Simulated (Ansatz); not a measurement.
Consider this model of amorphous Si30N41Ga.

```xyz
72
Lattice="9.3147 0.1534 0.2343 0.1534 9.3325 -0.1700 0.2343 -0.1700 9.3434" Properties=species:S:1:pos:R:3 pbc="T T T"
Si     0.2339     6.5723     0.6471
Si     2.7061     3.5570     3.6860
Si     8.8318     1.2289     3.2606
Si     3.0937     6.0051     5.5516
Si     5.8077     3.1540     2.9342
Si     3.1943     1.2428     8.9066
Si     7.5651     0.2643     7.6951
Si     9.0492     9.1152     0.7039
Si     5.3404     1.1435     6.9574
Si     2.1524     8.1457     7.7022
Si     7.5951     3.3173     7.3404
Si     5.5318     5.5438     7.2294
Si     2.1165     5.0430     1.3568
Si     0.7433     6.2426     3.7297
Si     5.1465     5.4799     3.5436
Si     7.6899     2.5325     0.7454
Si     7.4599     7.5522     5.2983
Si     1.0130     2.1137     1.5157
Si     3.0826     7.6614     3.1535
Si     5.1700     8.2783     8.7519
Si     4.6665     0.7169     1.8643
Si     2.9480     1.3147     6.0452
Si     6.6006     7.6820     2.0751
Si     0.8956     3.4183     8.5362
Si     5.1567     0.1316     4.1272
Si     1.0488     3.6659     5.6237
Si     0.6785     8.9664     5.1936
Si     7.5956     5.0599     5.1223
Si     4.4337     6.1742     0.7993
Si     2.7553     5.0692     7.8298
N      5.7136     1.4443     3.1165
N      3.8377     1.9305     7.4716
N      4.0456     4.9825     6.5487
N      2.3135     6.6305     6.9624
N      5.2226     6.5965     8.6157
N      6.2878     3.2920     1.2833
N      8.1769     7.7186     1.3798
N      3.9041     9.1535     2.9334
N      1.8067     4.9704     4.5861
N      0.6934     5.7972     2.1167
N      9.1769     1.1406     4.8199
N      1.3344     5.0255     9.1988
N      2.2102     2.4587     4.9285
N      4.0735     1.8127     0.7490
N      8.6075     3.9524     6.0101
N      3.0309     6.6162     1.7134
N      4.2644     4.0107     3.2045
N      1.9096     3.3955     2.2067
N      0.9435     7.7406     8.9016
N      1.5439     7.7392     4.1049
N      8.5737     3.2777     8.7604
N      4.5045     0.6899     5.5426
N      0.6342     0.3629     1.8804
N      8.5120     6.3957     4.5597
N      4.0515     6.6514     4.2888
N      6.5843     8.2634     3.8620
N      6.6232     6.2194     6.0756
N      5.6929     6.1985     2.0352
N      8.6298     2.6228     2.2208
N      5.6465     8.7296     0.9824
N      6.4932     4.3832     4.0256
N      3.4866     8.8367     8.5856
N      6.2041     4.1240     7.8423
N      1.6515     2.0046     9.2079
N      8.5205     8.5448     6.3241
N      1.7393     0.0816     6.5651
N      6.0790     9.0153     7.5342
N      3.5096     4.7708     0.1108
N      8.1480     0.7035     9.3207
N      1.7086     3.8012     7.1438
N      6.9713     1.7545     6.9838
Ga     5.1703     3.2797     9.3091
```

Level of theory: PBE, scalar-relativistic without spin-orbit coupling (plane waves to 420 eV, PAW; Ansatz, a first-principles code).

A CHGNet melt-quench gave the starting glass, which DFT then relaxed. N atoms were pushed apart under 1.9 Å during the dynamics, to hinder bonds among them. The hot cell started wider than the set density and was brought back towards it in steps. It is the lowest in DFT energy of 2 quenches. It is a model cell: composition and starting density were chosen by hand, and all elements were melted together. No dispersion term was used. Its density started from a set value of 3.04 and ended at 3.04 g/cm³. The simulated quench (nominally 300 K/ps over its main leg) is rapid and tends to freeze in more defects than a deposited or slowly cooled glass has. Values belong to this one cell and scatter from quench to quench. The volume was held where the preparation left it and the shape relaxed, at a PBE pressure of 3.3 GPa. Stress components on the final sampling reach 3.4 GPa.

Bonds are counted up to Si-Si 2.60 Å, Si-N 2.10 Å, Si-Ga 2.56 Å, N-N 1.70 Å, N-Ga 2.32 Å, Ga-Ga 2.68 Å. Two cations that share two anions don't count as bonded, nor two that share one unless they lie closer than Si-Si 2.38 Å, Si-Ga 2.49 Å, Ga-Ga 2.61 Å.

Task: Give the coordination numbers, mean bond lengths and angles.

Result: 
- Mean coordination of Si by anions = 4.03 (1 with 3, 27 with 4, 2 with 5)
- Mean coordination of N = 3.05 (1 with 2, 37 with 3, 3 with 4)
- Mean coordination of Ga by anions = 4.00 (1 with 4)
- Mean Si-N bond = 1.760 Å (spread 0.062 Å, 121 counted)
- Mean N-Ga bond = 1.959 Å (spread 0.043 Å, 4 counted)
- Bond angle at Si = mean 109.1°, spread 14.4°
- Bond angle at N = mean 115.3°, spread 16.2°
- Bond angle at Ga = mean 110.0°, spread 20.2°

Task: Which atoms depart from the most common coordination of their element?

Result: Si3 has 3 (N41 1.60 Å, N59 1.75 Å, N53 1.75 Å); Si13 has 5 (N40 1.78 Å, N42 1.82 Å, N46 1.85 Å, N48 1.87 Å, N68 1.89 Å); Si30 has 5 (N70 1.78 Å, N33 1.82 Å, N34 1.84 Å, N68 1.96 Å, N42 1.97 Å); N39 has 4 (Si26 1.83 Å, Si14 1.87 Å, Si2 1.90 Å, Si4 1.91 Å); N41 has 2 (Si3 1.60 Å, Si27 1.70 Å); N42 has 4 (Si24 1.79 Å, Si1 1.81 Å, Si13 1.82 Å, Si30 1.97 Å); N68 has 4 (Si29 1.82 Å, Si13 1.89 Å, Ga72 1.95 Å, Si30 1.96 Å).

Task: List the pairs of like atoms that count as bonded by the rules above.

Result: There are none by these rules.
